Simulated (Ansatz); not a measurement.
The starting structures come from a database of crystals and need not be the phases stable at ambient conditions.

# Evanescent states of NaCoO$_{2}$ (R-3m, not sure to be the ambient phase, 4 atoms a cell, 9.3 Å³ an atom) along the normal of (001)

These are PBEsol (plane waves, PAW; Ansatz, a first-principles code) values and carry that method's errors.

The gap is the functional's own. No spin-orbit coupling. Mid-gap values are interpolated on the energy grid.

Energies count from the valence-band top; κ is the least over a 12×12 mesh across the current.

```csv
E (eV),κ (1/Å),where
0.03,0.166,off Γ
0.09,0.269,off Γ
0.15,0.297,off Γ
0.21,(withheld),off Γ
0.27,(withheld),off Γ
0.33,(withheld),off Γ
0.39,(withheld),off Γ
0.45,(withheld),off Γ
0.51,(withheld),off Γ
0.57,(withheld),off Γ
0.63,(withheld),off Γ
0.69,0.227,off Γ
0.75,0.189,off Γ
0.81,0.132,off Γ
```

**Question.** What belongs in the gaps?

**Answer.** 
- 0.21, κ (1/Å): 0.312
- 0.27, κ (1/Å): 0.319
- 0.33, κ (1/Å): 0.320
- 0.39, κ (1/Å): 0.316
- 0.45, κ (1/Å): 0.308
- 0.51, κ (1/Å): 0.295
- 0.57, κ (1/Å): 0.278
- 0.63, κ (1/Å): 0.256
